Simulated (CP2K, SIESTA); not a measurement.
A CP2K input for a self-consistent single point of CdAu (P-6m2, 2 atoms in the cell) (DFT PBEsol, GPW, TZVP-MOLOPT-SR-GTH basis, GTH-PBE potentials (GTH_POTENTIALS)):

```
&GLOBAL
  PROJECT run
  RUN_TYPE ENERGY_FORCE
  PRINT_LEVEL LOW
&END GLOBAL
&FORCE_EVAL
  METHOD Quickstep
  STRESS_TENSOR ANALYTICAL
  &DFT
    BASIS_SET_FILE_NAME BASIS_MOLOPT_UCL
    POTENTIAL_FILE_NAME GTH_POTENTIALS
    &QS
      METHOD GPW
      EPS_DEFAULT 1E-10
    &END QS
    &MGRID
      CUTOFF 500
      REL_CUTOFF 50
      NGRIDS 5
    &END MGRID
    &SCF
      SCF_GUESS ATOMIC
      EPS_SCF 1E-7
      MAX_SCF 100
      ADDED_MOS 5
      &DIAGONALIZATION
        ALGORITHM STANDARD
      &END DIAGONALIZATION
      &MIXING
        METHOD BROYDEN_MIXING
        ALPHA 0.2
        NBUFFER 8
      &END MIXING
      &SMEAR ON
        METHOD FERMI_DIRAC
        ELECTRONIC_TEMPERATURE [K] 1160.45
      &END SMEAR
    &END SCF
    &KPOINTS
      SCHEME MONKHORST-PACK 8 8 5
      GAMMA_CENTERED T
    &END KPOINTS
    &XC
      &XC_FUNCTIONAL
        &PBE
          PARAMETRIZATION PBESOL
        &END PBE
      &END XC_FUNCTIONAL
    &END XC
    &PRINT
      &MO
        EIGENVALUES T
        OCCUPATION_NUMBERS T
        NDIGITS 8
        FILENAME mo
        &EACH
          QS_SCF 0
        &END EACH
        ADD_LAST NUMERIC
      &END MO
      &MULLIKEN OFF
      &END MULLIKEN
    &END PRINT
  &END DFT
  &SUBSYS
    &CELL
      A 3.02852300 0.00000000 0.00000000
      B -1.51426200 2.62277800 0.00000000
      C 0.00000000 0.00000000 4.50925400
      PERIODIC XYZ
    &END CELL
    &COORD
      SCALED
      Cd       0.00000000     0.00000000     0.00000000
      Au       0.33333300     0.66666700     0.50000000
    &END COORD
    &KIND Cd
      BASIS_SET TZVP-MOLOPT-SR-GTH-q12
      POTENTIAL GTH-PBE-q12
    &END KIND
    &KIND Au
      BASIS_SET TZVP-MOLOPT-SR-GTH-q11
      POTENTIAL GTH-PBE-q11
    &END KIND
  &END SUBSYS
  &PRINT
    &FORCES ON
    &END FORCES
    &STRESS_TENSOR ON
    &END STRESS_TENSOR
  &END PRINT
&END FORCE_EVAL
```

**Question.** Write the same calculation as an input for SIESTA.

**Answer.** One input that does it (others would too):

```
# files in the folder: Cd.psml Au.psml (PseudoDojo PBEsol standard)
SystemName  CdAu
SystemLabel siesta

NumberOfAtoms                2
NumberOfSpecies              2
%block ChemicalSpeciesLabel
  1 48 Cd
  2 79 Au
%endblock ChemicalSpeciesLabel
LatticeConstant              1.0 Ang
%block LatticeVectors
     3.028523000    0.000000000    0.000000000
    -1.514262000    2.622778000    0.000000000
     0.000000000    0.000000000    4.509254000
%endblock LatticeVectors
AtomicCoordinatesFormat      Bohr
%block AtomicCoordinatesAndAtomicSpecies
     0.000000000    0.000000000    0.000000000  1
    -0.000003491    3.304223056    4.260627543  2
%endblock AtomicCoordinatesAndAtomicSpecies

XC.functional                GGA
XC.authors                   PBEsol
PAO.BasisSize                DZP
PAO.EnergyShift              0.005 Ry
MeshCutoff                   300 Ry
%block kgrid.MonkhorstPack
    8   0   0  0.0
    0   8   0  0.0
    0   0   5  0.0
%endblock kgrid.MonkhorstPack
OccupationFunction           FD
ElectronicTemperature        100.0 meV

MaxSCFIterations             150
SCF.Mixer.Method             Pulay
SCF.Mixer.Weight             0.25
SCF.Mixer.History            8
SCF.DM.Tolerance             1.0E-04
Diag.ParallelOverK           true
WriteForces                  true
```

Basis, cutoffs, solver keys and any potentials are the target program's own. This input uses DFT, GGA PBEsol, numerical atomic orbitals DZP, PseudoDojo PBEsol standard norm-conserving potentials (rewritten from UPF to PSML). Both were run: pressure 5.97 GPa in CP2K and 1.61 in SIESTA.

On SIESTA: the starting cell comes from a database of computed structures (which also holds hypothetical and non-ambient phases and stackings), without a prior relaxation at this level. For this run, on top of that: lattice scaled by 0.98. Values carry the incompleteness of an atom-centred basis.

On CP2K: the starting cell comes from a database of computed structures (which also holds hypothetical and non-ambient phases and stackings), without a prior relaxation at this level. For this run, on top of that: lattice scaled by 0.98. Values carry the incompleteness of an atom-centred basis. The potentials were made for another functional than the one used. With a pressure of about 6 GPa the cell is away from its equilibrium volume at this level.
